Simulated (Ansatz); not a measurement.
Ansatz (a first-principles code) run on Mo₂Rh (Fmm2, 3 atoms in the cell): relaxation of the atoms.

Computed with LDA (PW92), default PAW files made with PBE (plane waves; Ansatz).

The change in words: one atom moved by 0.15 angstrom; relax: default → atoms; relax.f_tol: default → 0.001 eV/Å. Reference geometry:
```yaml
crystal:
  lattice:
    - [0.00000, 1.96783, 6.19018]
    - [1.86970, 0.00000, 6.19018]
    - [1.86970, 1.96783, 0.00000]
  atoms:
    - { symbol: Mo, position: [0.34058, 0.34058, 0.65942] }
    - { symbol: Mo, position: [0.65942, 0.65942, 0.34058] }
    - { symbol: Rh, position: [0.00000, 0.00000, 0.00000] }
```

Reference input (self-consistent single point, DFT, LDA (PW92), plane waves, default PAW files made with PBE): basis.ecutwfc = 420 eV; kpoints.mp_grid.grid = 12 12 12; hamiltonian.xc = lda; hamiltonian.pseudopotentials = {kind: paw} (the program's default PAW files); scf.occupations.method = gaussian; scf.occupations.width = 0.1 eV. This run's input differs from it in these lines:

```diff
@@ -6,3 +6,3 @@
   atoms:
-    - { symbol: Mo, position_ang: [1.869704, 1.967829, 4.216502] }
+    - { symbol: Mo, position_ang: [1.869704, 1.967829, 4.366503] }
     - { symbol: Mo, position_ang: [1.869704, 1.967829, 8.163856] }
@@ -18,2 +18,4 @@
   occupations: { method: gaussian, width: 0.1 }
+relax:
+  f_tol: 0.001
 output:
```

Output, abridged:

```
   [... SCF lines of the steps left out ...]
relax step   1: F+E_penalty+E_count = -15964.34465134 eV  Δ(F+E_penalty+E_count) = +0.000e0 eV  max|allowed force component| = 1.678e0 eV/Å  Δτ_max = 0.0000 Å  (7 SCF iters, dr2 threshold 1.00e-7 eV, accepted)
relax step   2: F+E_penalty+E_count = -15964.12761203 eV  Δ(F+E_penalty+E_count) = +2.170e-1 eV  max|allowed force component| = 2.461e0 eV/Å  Δτ_max = 0.1951 Å  (6 SCF iters, dr2 threshold 1.00e-4 eV, rejected (line search))
   [... lines left out ...]
relax step   5: F+E_penalty+E_count = -15964.45471352 eV  Δ(F+E_penalty+E_count) = -4.937e-8 eV  max|allowed force component| = 3.598e-3 eV/Å  Δτ_max = 0.0000 Å  (6 SCF iters, accepted)
relax step   6: F+E_penalty+E_count = -15964.45471468 eV  Δ(F+E_penalty+E_count) = -1.162e-6 eV  max|allowed force component| = 1.498e-3 eV/Å  Δτ_max = 0.0005 Å  (6 SCF iters, accepted)
relax step   7: F+E_penalty+E_count = -15964.45471477 eV  Δ(F+E_penalty+E_count) = -9.452e-8 eV  max|allowed force component| = 1.074e-5 eV/Å  Δτ_max = 0.0001 Å  (6 SCF iters, accepted)
the relaxation is at rest under the 4 symmetry operations that the run kept from its start: a minimum is not shown …
Free energy (F): -15964.454715 eV
Internal energy: -15964.446319 eV  (E = F + TS)
E sigma→0 (E₀):  -15964.450517 eV
Entropy (-TS):   -0.008396 eV (-2.799 meV/atom)
Fermi energy:    20.845272 eV
--- Forces (eV/Å), atoms counted from 1 ---
  atom   1  Mo     0.00000000     0.00000000    -0.00001069
  atom   2  Mo     0.00000000     0.00000000     0.00001070
  atom   3  Rh     0.00000000     0.00000000     0.00000014
--- Stress (GPa, compression-positive) ---
      -12.128305       0.000000       0.000000
        0.000000     -13.857304       0.000000
   [... lines left out ...]
  F+E_penalty+E_count = -15964.45471477 eV   max|allowed force component| = 1.074e-5 eV/Å
  atoms:
    - { symbol: Mo, position: [0.34535390641375757, 0.34535390641375757, 0.6546460935862428] }
    - { symbol: Mo, position: [0.6627234613032492, 0.6627234613032492, 0.3372765386967512] }
    - { symbol: Rh, position: [0.0040386793310675075, 0.0040386793310675075, -0.0040386793310675075] }
```

The run converged.  The full log also holds: “iter 5 did not close the SCF: its close was put off for the readings that it lacked (scf_convergence_deferred on its scf_iter line)”. The full log also holds: “iter 4 did not close the SCF: its close was put off for the readings that it lacked (scf_convergence_deferred on its scf_iter line)”.

Summary of the result:
Free energy E − TS (on the zero of these files): -15964.4547 eV
Fermi level (on the code's own zero): 20.85 eV
Pressure: -13.36 GPa
Relaxation steps: 7

The starting cell comes from a database of computed structures (which also holds hypothetical and non-ambient phases and stackings), without a prior relaxation at this level. Its lattice was rescaled by up to half a per cent. For this run, on top of that: one atom moved by 0.15 angstrom. Spin polarisation is off. The relaxation keeps the symmetry of its start, so its end need not be a minimum. Ansatz's pressure includes its estimate of the finite-basis (Pulay) stress.

Cost on one core of a shared machine: roughly 4 min.

Keys are those of Ansatz 0.2.
